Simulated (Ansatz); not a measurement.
Consider the following.

```
CELL_PARAMETERS angstrom
      3.53441     0.00000     0.00000
     -1.76720     3.06088     0.00000
      0.00000     0.00000    15.04169
ATOMIC_POSITIONS crystal
  Ga 0.33333 0.66667 0.33042
  Ga 0.66667 0.33333 0.66958
  Ga 0.66667 0.33333 0.83042
  Ga 0.33333 0.66667 0.16958
  S  0.33333 0.66667 0.90301
  S  0.66667 0.33333 0.09699
  S  0.66667 0.33333 0.40301
  S  0.33333 0.66667 0.59699
```

Level of theory: PBEsol+D3BJ, rigid bands (plane waves, PAW, scalar-relativistic; Ansatz, an electronic-structure program). How the cell was made: cell and atoms relaxed with PBEsol+d3bj.

**Question.** What conductivity effective mass do dilute holes have at 300 K?

**Answer.** 1.95 (x), 1.95 (y), 0.164 (z) mₑ.

**Question.** What conductivity effective mass do dilute electrons have at 300 K?

**Answer.** 0.46 (x), 0.46 (y), 0.61 (z) mₑ.

**Question.** And the band gap?

**Answer.** 1.29 eV at this level; semilocal functionals usually fall short of the measured gap.

Rigid bands, one relaxation time for all states, no polarons. Spin-orbit coupling is left out; where it splits the top of the valence band it changes the hole mass and lowers the gap by about a third of the splitting. Geometry: cell and atoms relaxed with PBEsol+D3(BJ).

Formula and space group known from diffraction (Crystallography Open Database), not checked to be the room-temperature form: GaS (P6_3/mmc). PBEsol with a dispersion correction tends to overbind, so the cell can be several per cent short: GaS (P6_3/mmc).
